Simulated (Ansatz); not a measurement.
Start from CsSnI3 in the cubic perovskite structure (space group Pm-3m, No. 221; a = 6.1305 Å). Axes: x, y, z lie along the cube axes.

Level of theory: plane-wave PAW DFT at the PBEsol level (Ansatz, a quantum-chemistry and plane-wave program, 420 eV), without spin-orbit coupling.

Perturbation: the cell is stretched by 3.00 % along z with no lateral relaxation; the atoms relax in the strained cell.

Q: Predict the new stress.

A: The stress (xx, yy, zz, yz, xz, xy; compression positive) amounts to (-0.13, -0.13, -1.12, 0.00, 0.00, 0.00) GPa.

Whether these cells are dynamically stable was not tested. Many cubic perovskites are stable only at high temperature; tilts and polar distortions were not tested.
